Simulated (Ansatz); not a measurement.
Base system: MoSi2 (space group I4/mmm, No. 139; a = 3.217 Å, c = 7.873 Å).

(Cell as relaxed with PBE.)

Levels (all Ansatz, a first-principles code, PAW, earlier PAW set): PBE (420 eV, no spin-orbit coupling); PBEsol (420 eV, without spin-orbit coupling).

Each level relaxes its own structure.

```json
[
 {"quantity": "volume per atom", "PBE": "13.58 Å³", "PBEsol": "…"},
 {"quantity": "lattice parameter a", "PBE": "3.217 Å", "PBEsol": "…"},
 {"quantity": "lattice parameter c", "PBE": "7.873 Å", "PBEsol": "…"},
 {"quantity": "band gap", "PBE": "zero", "PBEsol": "…"}
]
```

Question: Predict the PBEsol column.

Answer: 
- volume per atom, PBEsol: 13.27 Å³
- lattice parameter a, PBEsol: 3.190 Å
- lattice parameter c, PBEsol: 7.821 Å
- band gap, PBEsol: zero

PBE's volume per atom lies 0.31 Å³ above PBEsol's (2.4 %); PBE's lattice parameter a lies 0.027 Å above PBEsol's (0.8 %); PBE's lattice parameter c lies 0.052 Å above PBEsol's (0.7 %); the two agree on the band gap. Neither level is exact; PBEsol is the comparison here, not a measurement.

No phonon test of stability was made. All final runs are without spin polarisation.
